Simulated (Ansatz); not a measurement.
Base system: PbSe in the rock salt structure (space group Fm-3m, No. 225).

```
CELL_PARAMETERS angstrom
      0.00000     3.02042     3.02042
      3.02042     0.00000     3.02042
      3.02042     3.02042     0.00000
ATOMIC_POSITIONS crystal
  Pb 0.00000 0.00000 0.00000
  Se 0.50000 0.50000 0.50000
```

Cartesian axes are those of the cell as printed.

Method: LDA, PAW, 420 eV (Ansatz, a first-principles code; no SOC).

Strains are applied to the cell and any free atomic positions relax; under biaxial strain the out-of-plane vector relaxes too.

One change was made to it. Results:

The volume per atom goes up by 0.57 Å³ to 28.12 Å³; the pressure (mean of the normal stresses, compression positive) goes from zero to -1.2 GPa; the energy increases by 7.8 meV/atom.

Q: Which change produced these results?
A) biaxial strain +2.50 %, plane normal [111], relaxed out of plane
B) biaxial strain +1.67 %, plane normal [111], relaxed out of plane
C) biaxial strain +1.25 %, plane normal [111], relaxed out of plane

A: A, biaxial strain +2.50 %, plane normal [111], relaxed out of plane. For comparison, the energy relative to the base in the other runs: biaxial strain +1.25 %, plane normal [111], relaxed out of plane gives +2.0 meV/atom; biaxial strain +1.67 %, plane normal [111], relaxed out of plane gives +3.5 meV/atom.

A case with no gap was solved on a k-mesh chosen for an insulator, which is coarse for it. Stability against distortions was not tested. All final runs are without spin polarisation. Gaps under 0.05 eV, about the width of the smearing, are given as zero.
